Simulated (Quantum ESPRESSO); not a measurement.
A self-consistent single point of MnO (Fm-3m, 4 atoms in the cell) with Quantum ESPRESSO.

Level of theory: PBE, SSSP 1.1.2 efficiency (PBE) pseudopotentials (plane waves; Quantum ESPRESSO).

The change in words: lattice scaled by 0.98. Reference geometry:
```xyz
4
Lattice="4.3956 2.1978 2.1978 2.1978 4.3956 2.1978 2.1978 2.1978 4.3956" Properties=species:S:1:pos:R:3 pbc="T T T"
Mn     0.0000     0.0000     0.0000
Mn     4.3956     4.3956     4.3956
O      2.1978     2.1978     2.1978
O      6.5934     6.5934     6.5934
```
Moments meant for the start (each program seeds them in its own way; μB, in the order of the atoms Mn Mn O O): 5.0 -5.0 0.0 0.0.

Reference input (self-consistent single point, DFT, PBE, plane waves, SSSP 1.1.2 efficiency (PBE) pseudopotentials): ecutwfc = 55 Ry; ecutrho = 440 Ry; occupations = smearing; smearing = fd; degauss = 0.000734986 Ry; nspin = 2; potentials = {Mn1: mn_pbe_v1.5.uspp.F.UPF, Mn2: mn_pbe_v1.5.uspp.F.UPF, O: O.pbe-n-kjpaw_psl.0.1.UPF}; K_POINTS = automatic 7 7 7 0 0 0; conv_thr = 1e-10 Ry; mixing_beta = 0.3. This run's input differs from it in these lines:

```diff
@@ -31,5 +31,5 @@
 Mn1   0.000000000    0.000000000    0.000000000
-Mn2   4.395600000    4.395600000    4.395600000
-O     2.197800000    2.197800000    2.197800000
-O     6.593400000    6.593400000    6.593400000
+Mn2   4.307688000    4.307688000    4.307688000
+O     2.153844000    2.153844000    2.153844000
+O     6.461532000    6.461532000    6.461532000
 K_POINTS automatic
@@ -37,5 +37,5 @@
 CELL_PARAMETERS angstrom
-   4.395600000     2.197800000     2.197800000
-   2.197800000     4.395600000     2.197800000
-   2.197800000     2.197800000     4.395600000
+   4.307688000     2.153844000     2.153844000
+   2.153844000     4.307688000     2.153844000
+   2.153844000     2.153844000     4.307688000
```

The program printed (abridged):

```
     Self-consistent Calculation

     iteration #  1     ecut=    55.00 Ry     beta= 0.30

     total energy              =    -505.54188035 Ry
     estimated scf accuracy    <       1.23200800 Ry

     total magnetization       =    -0.00 Bohr mag/cell
     absolute magnetization    =     8.88 Bohr mag/cell

     iteration #  2     ecut=    55.00 Ry     beta= 0.30

     total energy              =    -505.80514617 Ry
     estimated scf accuracy    <       0.05146185 Ry

     total magnetization       =    -0.00 Bohr mag/cell
     absolute magnetization    =     8.99 Bohr mag/cell

     iteration #  3     ecut=    55.00 Ry     beta= 0.30

   [... lines left out ...]

     total energy              =    -505.83040168 Ry
     estimated scf accuracy    <          1.6E-10 Ry

     total magnetization       =    -0.00 Bohr mag/cell
     absolute magnetization    =     8.88 Bohr mag/cell

     iteration # 18     ecut=    55.00 Ry     beta= 0.30

     negative rho (up, down):  2.208E-04 2.208E-04

     Magnetic moment per site  (integrated on atomic sphere of radius R)
     atom   1 (R=0.168)  charge= 12.5122  magn=  3.9508
     atom   2 (R=0.168)  charge= 12.5122  magn= -3.9508
     atom   3 (R=0.168)  charge=  5.8720  magn=  0.0000
     atom   4 (R=0.168)  charge=  5.8720  magn=  0.0000
     End of self-consistent calculation

     the Fermi energy is    15.1156 ev

!    total energy              =    -505.83040169 Ry
     estimated scf accuracy    <          9.1E-11 Ry
     smearing contrib. (-TS)   =       0.00000000 Ry
     internal energy E=F+TS    =    -505.83040169 Ry

     total magnetization       =    -0.00 Bohr mag/cell
     absolute magnetization    =     8.88 Bohr mag/cell

     convergence has been achieved in  18 iterations

     negative rho (up, down):  2.208E-04 2.208E-04

     Forces acting on atoms (cartesian axes, Ry/au):

     atom    1 type  1   force =     0.00000000    0.00000000    0.00000000
     atom    2 type  2   force =     0.00000000    0.00000000   -0.00000000
     atom    3 type  3   force =    -0.00000001   -0.00000001   -0.00000001
   [... lines left out ...]
     Total force =     0.000000     Total SCF correction =     0.000001
   [... lines left out ...]

     negative rho (up, down):  2.208E-04 2.208E-04
          total   stress  (Ry/bohr**3)                   (kbar)     P=      161.43
   0.00109736  -0.00017503  -0.00017503          161.43      -25.75      -25.75
  -0.00017503   0.00109736  -0.00017503          -25.75      161.43      -25.75
  -0.00017503  -0.00017503   0.00109736          -25.75      -25.75      161.43

   JOB DONE.
```

The run converged in 18 iterations. Against the reference run the free energy rises by 40.1 meV/atom, the pressure goes from 4.63 to 16.14 GPa and the gap on the mesh goes from 0.987 to 1.060 eV.

The starting cell has typed, rounded lattice constants, without a prior relaxation at this level. Its lattice was rescaled by a random factor within 2.5 % of one. For this run, on top of that: lattice scaled by 0.98. The magnetic order is the one reached from the typed start; others were not searched systematically. With a pressure of about 16 GPa the cell is away from its equilibrium volume at this level.

Cost on one core of a shared machine: roughly 3 min.
